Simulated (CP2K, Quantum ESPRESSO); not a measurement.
## Pressure against volume in rock-salt PbS (space group 225) (CP2K, PBE)

```
CELL_PARAMETERS angstrom
      4.12553     0.00000     0.00000
      2.06277     3.57281     0.00000
      2.06277     1.19094     3.36848
ATOMIC_POSITIONS crystal
  Pb 0.00000 0.00000 0.00000
  S  0.50000 0.50000 0.50000
```

Level of theory: PBE, GPW, DZVP-MOLOPT-SR-GTH basis, GTH-PBE potentials (GTH_POTENTIALS) (CP2K). Settings: CUTOFF = 520 Ry; REL_CUTOFF = 40 Ry; SMEAR/METHOD = FERMI_DIRAC; ELECTRONIC_TEMPERATURE = 116.05 K; KPOINTS/SCHEME = MONKHORST-PACK 10 10 10; GAMMA_CENTERED = T; XC_FUNCTIONAL = PBE; Pb/BASIS_SET = DZVP-MOLOPT-SR-GTH-q4; Pb/POTENTIAL = GTH-PBE-q4; S/BASIS_SET = DZVP-MOLOPT-SR-GTH-q6; S/POTENTIAL = GTH-PBE-q6; METHOD = GPW; EPS_DEFAULT = 1e-11; NGRIDS = 4; SCF_GUESS = ATOMIC; EPS_SCF = 1e-06. The cell above is the first row's. The rows scale it uniformly. In all rows fractional positions and the k mesh are held.

```
V (Å^3/atom)  P (GPa)
------------  -------
24.825           5.62
25.365           4.06
25.905           2.65
26.444           1.38
26.984           0.24
27.524          -0.79
28.063          -1.71
28.603          -2.55
29.143              ?
```

Q: Using a cubic, estimate the missing P at V = 29.143 from the other rows, showing the fit.

A: With u = V - 26.7, the rows have u = -1.8750, -1.3350, -0.7950, -0.2560, 0.2840, 0.8240, 1.3630, 1.9030. Least squares gives P = 0.825 - 2.1206·u + 0.2080·u² - 0.01335·u³. Residuals (row less fit): 0.000, 0.002, 0.001, -0.002, 0.001, -0.001, 0.003, -0.001; standard error 0.002 (degrees of freedom: 4). The fitted pressure is zero at V0 = 27.10, where dP/dV = -1.959, so B0 = -V0·dP/dV = 53.1 GPa. At the withheld row, u = 2.4430, so P = 0.825 - 2.1206 × 2.4430 + 0.2080 × 2.4430² - 0.01335 × 2.4430³ = -3.309 GPa. The calculation gives -3.29 GPa, 0.019 GPa above the prediction (0.2 % of the range of P in the table). The row lies outside the fitted rows, so this is an extrapolation. From the scatter of the fitted rows alone, a prediction at this place has a standard error of 0.006 GPa, so the miss is 3.5 times that.

Carrying the step between the two nearest rows on in a straight line would have given -3.39, off by 0.10; series whose last step already gives the withheld value aren't shown. The scan was laid around a cell of about the measured size, scaled by a guess for this functional. The runs keep the symmetry of the cell, so they don't test it for distortions. A plane-wave scan with the same functional (Quantum ESPRESSO, GBRV) gives V0 = 27.06 Å^3/atom and B0 = 52.8 GPa; a Birch-Murnaghan fit to all rows here lies 0.2 % from it in V0 and 0 % in B0; the two differ in basis, and may differ in potentials and mesh. Values carry the incompleteness of an atom-centred basis. Spin-orbit coupling is off. Cutoffs and mesh are single choices, not tested for convergence of this quantity. Series with a scatter that would blur these digits, or in which a gap closes, are not shown.

Terms beyond the fitted order, or numerical noise in single rows, can give a miss of this size; the table doesn't tell which.
